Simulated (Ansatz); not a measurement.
Abridged Ansatz (an electronic-structure program) output:

```
Relaxation: its limit of steps is 60 (relax.max_steps)
Pseudopotential: Cr, paw, valence charge 14
Crystal: 2 atoms, lattice volume = 33.389 Å³
Basis set: ecut = 420 eV, 645 PW (Γ), exchange–correlation on 50×50×50 points (8 copies of the dense FFT grid, shifted against one another)
Bands: 18, of which v1, the nominal top of the filled ones, is band 14 counted from 1 (13 counted from 0)
Symmetry: 48 space group operations
k-points: 145 of 4096
Functional: x = pbe(κ = 0.804, μ = 0.2195149727645171), c = pbe(β = 0.06672455060314922)
SCF iter   1: F=—  HF=-6751.152410 eV  |F-HF|=—  |Δ(HF+E_count)|=         —  Δρ=6.15e-3  dr2=6.87e-3  ethr=1.77e-3  ⟨swp⟩=3.1  Hψ=9973  notcnv=0
SCF iter   2: F=—  HF=-6751.153994 eV  |F-HF|=—  |Δ(HF+E_count)|=   1.58e-3  Δρ=3.35e-3  dr2=1.96e-3  ethr=2.45e-5  ⟨swp⟩=1.4  Hψ=3920  notcnv=0
SCF 1 converged in 6 iterations: F = -6751.154806 eV  dr2 = 9.84e-8
relax step   1: F+E_penalty+E_count = -6751.15480642 eV  Δ(F+E_penalty+E_count) = +0.000e0 eV  max|allowed force component| = 5.551e-17 eV/Å  Δτ_max = 0.0000 Å  P = -0.993 GPa  Ω = 33.389 Å³  (6 SCF iters, dr2 threshold 1.00e-7 eV, accepted)
[... steps on the carried basis left out ...]
relax step   4: F+E_penalty+E_count = -6751.15156485 eV  Δ(F+E_penalty+E_count) = -7.606e-5 eV  max|allowed force component| = 6.661e-16 eV/Å  Δτ_max = 0.0000 Å  P = -1.993 GPa  Ω = 33.735 Å³  stress off target by 7.44e-3 GPa  SCF on the basis re-selected at this cell (its energy is not comparable with the rows above)  (8 SCF iters)
SCF converged after 8 iterations
Free energy (F): -6751.151565 eV
Internal energy: -6751.116770 eV  (E = F + TS)
E sigma→0 (E₀):  -6751.134168 eV
Entropy (-TS):   -0.034795 eV (-17.397 meV/atom)
Fermi energy:    11.841892 eV
--- Forces (eV/Å), atoms counted from 1 ---
  atom   1  Cr    -0.00000000    -0.00000000    -0.00000000
  atom   2  Cr     0.00000000     0.00000000     0.00000000
--- Stress (GPa, compression-positive) ---
       -1.992562      -0.000000       0.000000
        0.000000      -1.992562       0.000000
        0.000000       0.000000      -1.992562
  P = ⅓ Tr σ = -1.9926 GPa (-19.926 kbar)
--- Relaxed structure (3 steps of the walk, 3 accepted, 1 SCFs on fresh bases) ---
  cell:  # Å, volume = 33.7354 Å³
    - [1.0127051915379984e-33, 2.564593835941, 2.564593835941]
    - [2.564593835941, 1.0111128877777188e-33, 2.564593835941]
    - [2.564593835941, 2.564593835941, 1.641665176848548e-33]
  atoms:
    - { symbol: Cr, position: [0.25, 0.25, 0.25] }
    - { symbol: Cr, position: [-5.102195202069659e-35, 5.416176445273945e-35, 9.34094198532753e-35] }
```

Q: What was computed, and what are the main results?

A: Cr, 2 atoms in the cell, with Ansatz, PBE, PAW, cutoff 420 eV, without spin-orbit coupling, from a series relaxed to a target (pressure −2 GPa). The last SCF converged to F = -6751.151565 eV, or -3375.5758 eV per atom, at a pressure of -1.99 GPa. The total energy compares only with runs of the same code, potentials and settings.

Load acts through the strain it causes; cell and atoms are relaxed under it. Whether these cells are dynamically stable was not tested. All final runs are without spin polarisation. The cell was made from Cr in the diamond structure (space group Fd-3m, No. 227; non-magnetic; a hypothetical phase, not in the database extracts checked) by this change: pressure −2 GPa. Cr has a high density of states at the Fermi level and may be magnetic at this level.

Keys are those of Ansatz 0.2.
